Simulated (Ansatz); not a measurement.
# How far PBE and PBEsol part for AlAs

Base system: AlAs in the zinc blende structure (space group F-43m, No. 216; a = 5.728 Å).

(Cell as relaxed with PBE.)

Levels (all Ansatz, a quantum-chemistry and plane-wave program, PAW, earlier PAW set): PBE (420 eV, no SOC); PBEsol (420 eV, scalar-relativistic without spin-orbit coupling).

Each level relaxes its own structure.

| quantity | PBE | PBEsol |
|---|---|---|
| volume per atom | 23.49 Å³ | [?] |
| lattice parameter a | 5.728 Å | [?] |
| band gap | 1.50 eV | [?] |
| gap character | indirect, Γ → X | [?] |
| electron mass | 0.90 mₑ along k, 0.24 mₑ across | [?] |
| hole mass (degenerate bands, along [100]) | 0.11, 0.49, 0.49 mₑ | [?] |

Task: What does PBEsol give?

Result: 
- volume per atom, PBEsol: 22.84 Å³
- lattice parameter a, PBEsol: 5.674 Å
- band gap, PBEsol: 1.34 eV
- gap character, PBEsol: indirect, Γ → X
- electron mass, PBEsol: 0.86 mₑ along k, 0.23 mₑ across
- hole mass (degenerate bands, along [100]), PBEsol: 0.11, 0.48, 0.48 mₑ

PBE's volume per atom lies 0.656 Å³ above PBEsol's (2.9 %); PBE's lattice parameter a lies 0.054 Å above PBEsol's (0.9 %); PBE's band gap lies 0.16 eV above PBEsol's; the two agree on the gap character. Neither level is exact; PBEsol is the comparison here, not a measurement.

Effective masses come from finite differences of ±0.01 Å⁻¹. Along k means along the line from Γ to the band edge. Stability against distortions was not tested.
